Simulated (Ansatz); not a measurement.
Partial pair distribution functions of a relaxed model of amorphous Al₂₈O₄₃Li₂, broadened by 0.06 Å; density 3.13 g/cm³. Level of theory: PBE, scalar-relativistic without spin-orbit coupling (plane waves to 420 eV, PAW; Ansatz, an electronic-structure program).

It comes from a melt-quench run on a machine-learned potential (CHGNet), relaxed afterwards by DFT. O atoms were pushed apart under 1.9 Å during the dynamics, to hinder bonds among them. The hot cell started wider than the set density and was brought back towards it in steps. It is the lowest in DFT energy of 2 quenches. It is a model cell: composition and starting density were chosen by hand, and all elements were melted together. No dispersion term was used. Its density started from a set value of 3.07 and ended at 3.13 g/cm³. The quench (nominally 340 K/ps over its main leg) was far faster than any real one, so the model tends to hold more defects than a real film. Values belong to this one cell and scatter from quench to quench. Volume and shape were free in the relaxation.

| r (Å) | g Al-O | g O-Li | g Al-Al | g O-O |
|---|---|---|---|---|
| 1.55 | 0.01 | 0.00 | 0.00 | 0.00 |
| 1.65 | 0.73 | 0.02 | 0.00 | 0.00 |
| 1.75 | 5.46 | 1.00 | 0.00 | 0.00 |
| 1.85 | 7.52 | 5.58 | 0.00 | 0.00 |
| 1.95 | 4.30 | 4.61 | 0.00 | 0.00 |
| 2.05 | 1.12 | 0.73 | 0.00 | 0.00 |
| 2.15 | 0.27 | 0.02 | 0.00 | 0.00 |
| 2.25 | 0.24 | 0.00 | 0.00 | 0.06 |
| 2.35 | 0.20 | 0.06 | 0.00 | 0.42 |
| 2.45 | 0.13 | 0.66 | 0.06 | 1.02 |
| 2.55 | 0.03 | 0.42 | 0.40 | 1.73 |
| 2.65 | 0.12 | 0.21 | 0.68 | 2.42 |
| 2.75 | 0.20 | 1.25 | 1.30 | 3.18 |
| 2.85 | 0.28 | 1.16 | 1.75 | 2.98 |
| 2.95 | 0.47 | 0.74 | 1.73 | 2.23 |
| 3.05 | 0.60 | 0.22 | 1.96 | 1.50 |
| 3.15 | 0.51 | 0.44 | 3.05 | 1.17 |
| 3.25 | 0.46 | 1.96 | 3.04 | 1.12 |
| 3.35 | 0.78 | 0.92 | 2.46 | 0.69 |
| 3.45 | 1.03 | 0.53 | 1.71 | 0.36 |
| 3.55 | 1.24 | 1.11 | 0.89 | 0.32 |
| 3.65 | 1.30 | 1.64 | 0.67 | 0.65 |
| 3.75 | 1.13 | 1.89 | 0.48 | 0.92 |
| 3.85 | 0.89 | 1.27 | 0.43 | 0.59 |
| 3.95 | 1.31 | 0.71 | 0.40 | 0.42 |
| 4.05 | 1.59 | 2.05 | 0.29 | 0.56 |
| 4.15 | 1.63 | 1.68 | 0.46 | 0.54 |
| 4.25 | 1.40 | 0.85 | 0.32 | 0.62 |
| 4.35 | 1.42 | 0.99 | 0.40 | 0.54 |
| 4.45 | 1.45 | 0.99 | 0.60 | 0.68 |

Within 2.50 Å each Al has 4.89 O neighbours on average.
